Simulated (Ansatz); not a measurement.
## CdTe: pressure series

The parent structure is CdTe in the zinc blende structure (space group F-43m, No. 216; a = 6.618 Å).

Cell and atoms are relaxed at each pressure.

Level of theory: PBE/PAW in Ansatz (a quantum-chemistry and plane-wave program), without spin-orbit coupling.

| P (GPa) | V (Å³/atom) |
|---|---|
| -2.00 | 38.747 |
| -1.01 | 37.379 |
| 1.80 | 34.612 |
| 4.19 | 32.951 |
| 9.00 | 30.554 |
| 17.99 | 27.678 |
| 29.99 | 25.256 |
| 45.00 | 23.242 |
| 60.01 | 21.799 |

A third-order Birch–Murnaghan fit to these points gives V₀ = 36.24 Å³/atom, B₀ = 35 GPa and B₀′ = 4.7. At pressure 60 GPa the volume is 60.2 % of V₀.

Measured bulk modulus of CdTe: 43.7 GPa (room temperature; as listed in Elmahjoubi et al., arXiv (2023)); the computed value is for a static lattice, so the two differ by thermal effects too.

Between the base and pressure 4.2 GPa the gap moves from 0.59 eV to 0.87 eV, a mean slope of 68 meV/GPa.

Spin-orbit coupling, missing from the scalar runs, can matter with Te. Load acts through the strain it causes; cell and atoms are relaxed under it. Whether these cells are dynamically stable was not tested. Measured, CdTe leaves this structure (for cinnabar) near 3.53 GPa (temperature not stated; as listed in Datta, Sujoy, Jana, Debnarayan, arXiv (2020)), on rising pressure, with hysteresis.
